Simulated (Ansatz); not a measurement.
Amorphous cells of 8 compositions: the gap between the highest filled and lowest empty level at the zone centre, by PBE and by a single point of r2SCAN on the same geometry (PBE, scalar-relativistic without spin-orbit coupling (plane waves to 420 eV, PAW; Ansatz, a quantum-chemistry and plane-wave program); r2SCAN at 500 eV). The networks come from melt-quench runs on the CHGNet potential at compositions and starting densities chosen by hand, with anions pushed apart in the CHGNet dynamics, and DFT then relaxed them. The cells are small and were quenched far faster than real films, so single cells scatter. Defect or tail levels can set these gaps. The rows are the first to finish with both values and no moments.

```json
[
 {"cell": "A (Si24O48Ti, 2.25 g/cm3)", "PBE gap x (eV)": "0.56", "r2SCAN gap y (eV)": "0.72"},
 {"cell": "B (Si24O49Cu2, 2.34 g/cm3)", "PBE gap x (eV)": "1.81", "r2SCAN gap y (eV)": "2.16"},
 {"cell": "C (Si24O48Zn, 2.29 g/cm3)", "PBE gap x (eV)": "2.06", "r2SCAN gap y (eV)": "2.49"},
 {"cell": "D (Si24O49Ag2, 2.45 g/cm3)", "PBE gap x (eV)": "2.60", "r2SCAN gap y (eV)": "3.04"},
 {"cell": "E (Si24O49Ca, 2.23 g/cm3)", "PBE gap x (eV)": "3.63", "r2SCAN gap y (eV)": "withheld"},
 {"cell": "F (Si24O49K2, 2.17 g/cm3)", "PBE gap x (eV)": "3.65", "r2SCAN gap y (eV)": "4.25"},
 {"cell": "G (Si24O49Ba, 2.35 g/cm3)", "PBE gap x (eV)": "3.71", "r2SCAN gap y (eV)": "4.37"},
 {"cell": "H (Si24O49Be, 2.20 g/cm3)", "PBE gap x (eV)": "5.21", "r2SCAN gap y (eV)": "5.90"}
]
```

Fit a straight line through the 7 full rows and predict the withheld value for E (Si24O49Ca, 2.23 g/cm3).

Means: x = 2.800, y = 3.276. Slope = Σ(Δx Δy) / Σ(Δx²) = 15.61 / 13.94 = 1.12; the r.m.s. residual is 0.048. Prediction: 3.276 + 1.12 × (3.63 − 2.800) = 4.20. The run gave 4.24, 0.04 above the line.
